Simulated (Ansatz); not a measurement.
1T (CdI2-type) MgI₂

These are r²SCAN (plane waves, PAW; Ansatz, a first-principles code) values and carry that method's errors.

Run with plane-wave cutoff 560 eV, 12×12×6 k mesh (along the axes of the cell as run), Fermi–Dirac smearing 0.01 eV, scalar-relativistic PAW data made under PBE.

Cell (measured lattice):

```
CELL_PARAMETERS angstrom
     -2.07685    -3.59721     0.00000
     -2.07685     3.59721     0.00000
      0.00000     0.00000    -6.86200
ATOMIC_POSITIONS crystal
  Mg 0.00000 0.00000 0.00000
  I  0.33333 0.66667 0.24237
  I  0.66667 0.33333 0.75763
```

- band gap = 4.11 eV
- smallest direct gap on the k points sampled = 4.52 eV

Note: cell and atoms aren't relaxed at this level (pressure 0.8 GPa).

Spin–orbit coupling is not included; with these elements it can move the gap by several tenths of an eV or more.

Cost on a shared machine: around 60 core-seconds (rough).
